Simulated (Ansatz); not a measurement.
**What pressure 1.5 GPa does to SiS2**

The reference is SiS2 (space group Ibam, No. 72; a = 5.803 Å, b = 9.892 Å, c = 5.546 Å; made of chains).

The change: a hydrostatic pressure of 1.5 GPa.

The values are results of r2SCAN, PAW, 500 eV (Ansatz, a quantum-chemistry and plane-wave program; without spin-orbit coupling), not measurements. k-mesh 8×8×8 (Γ-centred); smearing 0.05 eV (Fermi–Dirac).

```csv
quantity,base,changed,shift
volume per atom,26.53 Å³,23.30 Å³,-3.23 Å³
density,1.92 g/cm³,2.19 g/cm³,+0.27 g/cm³
shortest interatomic distance,4.033 bohr,4.021 bohr,-0.012 bohr
band gap,3.31 eV,3.05 eV,-0.26 eV
gap character,"indirect, Σ₀–Γ (22 % along) → k = (3/8, 3/8, -3/8) in the run's primitive reciprocal basis","indirect, Σ₀–Γ (20 % along) → G₀–X (50 % along)",–
width of the top valence band,0.83 eV,0.96 eV,+0.13 eV
electron mass,"0.82 mₑ along a, 1.2 mₑ along b, 0.76 mₑ along c (off the special points)","0.66 mₑ along a, 0.91 mₑ along b, 1.1 mₑ along c (off the special points)",–
```

Final structure:

```
CELL_PARAMETERS angstrom
     -2.70280     4.70516     2.74790
      2.70280    -4.70516     2.74790
      2.70280     4.70516    -2.74790
ATOMIC_POSITIONS crystal
  S  0.88012 0.78374 0.66386
  S  0.38012 0.71626 0.09639
  S  0.61988 0.28374 0.90361
  S  0.11988 0.21626 0.33614
  Si 0.75000 0.75000 0.00000
  Si 0.25000 0.25000 0.00000
```

Load acts through the strain it causes; cell and atoms are relaxed under it. Effective masses come from finite differences of ±0.01 Å⁻¹. No phonon test of stability was made. No dispersion term is included, though the crystal is made of layers, chains or molecules, so its spacings can come out too wide.
